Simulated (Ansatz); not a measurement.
Base system: CdSe in the zinc blende structure (space group F-43m, No. 216; a = 6.1333 Å).

Level of theory: r2SCAN (Ansatz, a first-principles code, PAW, without spin-orbit coupling), earlier PAW set.

Base values:

* **Lattice parameter a**: 6.133 Å

The change: full substitution Se → Br; the structure is relaxed again.

Q: What does the calculation give for the lattice parameter a after the change?

A: The lattice parameter a rises by 0.634 Å, from 6.133 Å to 6.767 Å.

No phonon test of stability was made. As relaxed here, CdBr is a hypothetical phase, not in the database extracts checked. All final runs are without spin polarisation. An odd electron count without spin: CdBr.
